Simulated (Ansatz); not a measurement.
The parent structure is MgS in the rock salt structure (space group Fm-3m, No. 225; a = 5.182 Å).

Now apply this change: 0.0522 holes added to each cell, a density of 1.5×10^21 cm⁻³, with a uniform compensating background at fixed cell and a 300 K Fermi–Dirac width.

Computed with DFT with PBEsol, PAW potentials and a 420 eV plane-wave cutoff in Ansatz (a program for electronic structure), scalar-relativistic without spin-orbit coupling.

Base, band edges from the VBM (valence, conduction): X -1.73, 2.73; W -2.43, 5.25; L -0.61, 4.41; Γ 0.00, 3.69; K -1.40, 3.83; U -1.40, 3.83 eV.

Problem. Give the band edges at the high-symmetry points of the new zone, measured from its valence-band maximum.

Solution. 
```csv
point,valence edge (eV),conduction edge (eV)
Γ,0.00,3.73
X,-1.72,2.78
U,-1.39,3.88
K,-1.39,3.88
L,-0.61,4.46
W,-2.40,5.28
```

The gap is 2.78 eV, indirect, Γ → X.

Carriers are added with a uniform compensating background; total energy and stress of such cells depend on the potential's zero and are not compared; many-body gap narrowing is missing at this level. Stability against distortions was not tested.
